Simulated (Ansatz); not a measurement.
**Response to strain in Ni**

Base system: Ni in the fcc (Cu type) structure (space group Fm-3m, No. 225; a = 3.479 Å; ferromagnetic; relaxed with 0.1 eV smearing). Axes: x, y, z lie along the cube axes.

Strains are applied to the cell and any free atomic positions relax; under biaxial strain the out-of-plane vector relaxes too.

Method: r2SCAN, PAW, 500 eV (Ansatz, a first-principles code; spin-orbit coupling left out).

Notes on the quantities. pressure: mean of the normal stresses, compression positive.

```tsv
case	largest site moment	pressure	space group
base	0.79 μB	0.0 GPa	Fm-3m (No. 225)
biaxial strain +0.90 %, plane normal [001], relaxed out of plane	0.80 μB	-1.6 GPa	I4/mmm (No. 139)
biaxial strain −4.60 %, plane normal [110], relaxed out of plane	0.76 μB	13.3 GPa	Immm (No. 71)
biaxial strain −4.53 %, plane normal [110], relaxed out of plane	0.76 μB	13.1 GPa	Immm (No. 71)
biaxial strain −1.90 %, plane normal [110], relaxed out of plane	0.78 μB	5.6 GPa	Immm (No. 71)
biaxial strain −1.77 %, plane normal [111], relaxed out of plane	0.78 μB	6.1 GPa	R-3m (No. 166)
isotropic strain +4.54 %	0.86 μB	-20.9 GPa	Fm-3m (No. 225)
tensor shear ε_xz = −2.71 %	0.80 μB	0.7 GPa	Immm (No. 71)
```

Other magnetic orders, which the real material may have, were not ruled out. Whether these cells are dynamically stable was not tested.
